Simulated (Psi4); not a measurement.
Psi4 1.11, PBE0/def2-svp: W(NH)(NMe)(OH)(OMe) (C[N]=[W](=[NH])([OH])[O]C), 15 atoms. The geometry is a generated start, not checked to be a minimum at this level.

| Item | Value |
|---|---|
| task | energy |
| method | pbe0 |
| basis | def2-svp |
| memory | 3 GB |
| maxiter | 100 |
| keys of the molecule block | symmetry c1 |
| scf_type | df (default) |
| diis_max_vecs | 10 (default) |
| e_convergence | 1e-06 (default) |
| d_convergence | 1e-06 (default) |
| dft_radial_points | 75 (default) |
| dft_spherical_points | 302 (default) |
| effective core potentials | those of the basis set, past Kr |
| basis functions | 156 |
| grid points | 323345 |

```xyz
15

W     -0.6477     0.0738     0.6662
N     -1.1861    -1.5946     1.0288
H     -1.5364    -2.5546     1.0408
N     -0.7424     0.3437    -1.1057
C     -0.9079     0.1962    -2.5135
H     -1.8138     0.7132    -2.8554
H     -0.0567     0.6258    -3.0579
H     -0.9949    -0.8641    -2.7917
O     -1.7622     1.3633     1.5657
H     -2.5773     1.8611     1.6784
O      1.1395     0.2801     1.2219
C      2.4955    -0.0447     1.2696
H      2.6268    -1.1286     1.1244
H      3.0477     0.4925     0.4811
H      2.9159     0.2369     2.2473
```

Charge 0 and multiplicity 1 are set for this test and not shown to be the ground state.

With the defaults (diis = true, scf_initial_accelerator = adiis, damping_percentage = 0, guess = auto, which took SAD, soscf = false, soscf_start_convergence = 0.01, level_shift = 0, level_shift_cutoff = 0.01, diis_start = 1) it converges in 12 SCF iterations. One run each on 2 threads, with these changes:
- guess = modhuckel
- soscf = true, soscf_start_convergence = 0.001
- guess = sap
- guess = huckel
- diis_start = 4
- guess = core
- scf_initial_accelerator = ediis
- diis = false, scf_initial_accelerator = none, damping_percentage = 60
- level_shift = 0.5, level_shift_cutoff = 0.001

Q: Which runs fail or end elsewhere than the default run?

A: No convergence: diis = false, scf_initial_accelerator = none, damping_percentage = 60 (the run ends without SCF convergence in 100 iterations). The rest reach the solution of the defaults.

```tsv
setting	SCF iterations	JK calls	end
soscf = true, soscf_start_convergence = 0.001	9	25	same solution
the defaults	12	13	same solution
level_shift = 0.5, level_shift_cutoff = 0.001	12	13	same solution
scf_initial_accelerator = ediis	12	13	same solution
guess = huckel	14	50	same solution
guess = modhuckel	14	50	same solution
guess = sap	16	16	same solution
guess = core	17	17	same solution
diis_start = 4	20	21	same solution
diis = false, scf_initial_accelerator = none, damping_percentage = 60	100	101	no convergence
```

An SOSCF iteration holds several JK calls; a Hückel guess adds calls on atoms. 1 further run of the study ended by our limits or in an error and is left out.
